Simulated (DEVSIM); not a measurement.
System: illuminated Si n-on-p cell, one wavelength, at 300 K.

| layer (left to right) | material | thickness (μm) | Nd (cm⁻³) | Na (cm⁻³) | τn (s) | τp (s) | absorption coefficient (cm⁻¹) |
|---|---|---|---|---|---|---|---|
| 1 | Si | 0.590 | 2.2e18 | - | 1.3e-8 | 3.1e-8 | 5500 |
| 2 | Si | 280 | - | 1.8e16 | 4.5e-7 | 4.5e-7 | 5500 |

Left contact: ohmic, minority hole recombination velocity 20000 cm/s. Right contact: ohmic, minority electron recombination velocity 9e5 cm/s. Voltage is applied to the left contact. Recombination: SRH at mid-gap, radiative, Auger. Light enters at the left, 6e16 photons cm⁻² s⁻¹, one pass, no reflection. Mobility is μmin + (μ − μmin)/(1 + (N/Nref)^α).

This is a model device: material constants are rounded textbook-type values typed into the input, and sizes, dopings and lifetimes were drawn at random. Values at 300 K.

| parameter | Si |
|---|---|
| gap (eV) | 1.124 |
| affinity (eV) | 4.05 |
| permittivity | 11.7 |
| Nc (cm⁻³) | 2.86e19 |
| Nv (cm⁻³) | 3.1e19 |
| μn (cm²/Vs) | 1417 |
| μp (cm²/Vs) | 470 |
| μn,min | 52 |
| μp,min | 45 |
| Nref,n | 9.7e16 |
| Nref,p | 2.2e17 |
| αn | 0.68 |
| αp | 0.72 |
| B (cm³/s) | 4.7e-15 |
| Cn (cm⁶/s) | 2.8e-31 |
| Cp (cm⁶/s) | 9.9e-32 |

Simulated with DEVSIM: 1D drift-diffusion, Boltzmann statistics, complete ionisation; no tunnelling, impact ionisation, image-force lowering or self-heating.

Tabulate band edges, carrier densities and field at -0.9 V on the left contact, in the dark.

Energies count from the Fermi level of the right contact; mesh points crowd at the junctions.

| x (μm) | Ec (eV) | Ev (eV) | n (cm⁻³) | p (cm⁻³) | field (V/cm) |
|---|---|---|---|---|---|
| 0.000 | 0.966 | -0.158 | 2.2e18 | 5.0e13 | ≈ 0 |
| 0.03816 | 0.966 | -0.158 | 2.2e18 | 5.2e13 | ≈ 0 |
| 0.1379 | 0.966 | -0.158 | 2.2e18 | 5.5e13 | ≈ 0 |
| 0.3596 | 0.966 | -0.158 | 2.2e18 | 6.3e13 | ≈ 0 |
| 0.5416 | 0.966 | -0.158 | 2.2e18 | 7.0e13 | ≈ 0 |
| 0.5858 | 0.974 | -0.150 | 1.6e18 | 9.7e13 | 27000 |
| 0.6203 | 1.086 | -0.038 | 2.2e16 | 7.2e15 | 13000 |
| 0.7748 | 1.117 | -0.007 | 6.4e15 | 2.4e16 | 18 |
| 1.122 | 1.117 | -0.007 | 6.4e15 | 2.4e16 | ≈ 0 |
| 2.047 | 1.117 | -0.007 | 6.2e15 | 2.4e16 | ≈ 0 |
| 4.675 | 1.116 | -0.008 | 5.8e15 | 2.4e16 | ≈ 0 |
| 15.73 | 1.113 | -0.011 | 4.5e15 | 2.2e16 | ≈ 0 |
| 42.65 | 1.103 | -0.021 | 2.4e15 | 2.0e16 | ≈ 0 |
| 112.6 | 1.061 | -0.063 | 6.3e14 | 1.9e16 | ≈ 0 |
| 232.2 | 0.970 | -0.154 | 7.7e13 | 1.8e16 | ≈ 0 |
| 263.1 | 0.945 | -0.179 | 3.3e13 | 1.8e16 | ≈ 0 |
| 274.1 | 0.937 | -0.187 | 1.4e13 | 1.8e16 | ≈ 0 |
| 278.1 | 0.933 | -0.191 | 6.1e12 | 1.8e16 | ≈ 0 |
| 280.0 | 0.932 | -0.192 | 2.1e12 | 1.8e16 | ≈ 0 |
| 280.4 | 0.932 | -0.192 | 1.2e12 | 1.8e16 | ≈ 0 |
| 280.5 | 0.931 | -0.193 | 8.6e11 | 1.8e16 | ≈ 0 |
| 280.6 | 0.931 | -0.193 | 7.2e11 | 1.8e16 | ≈ 0 |
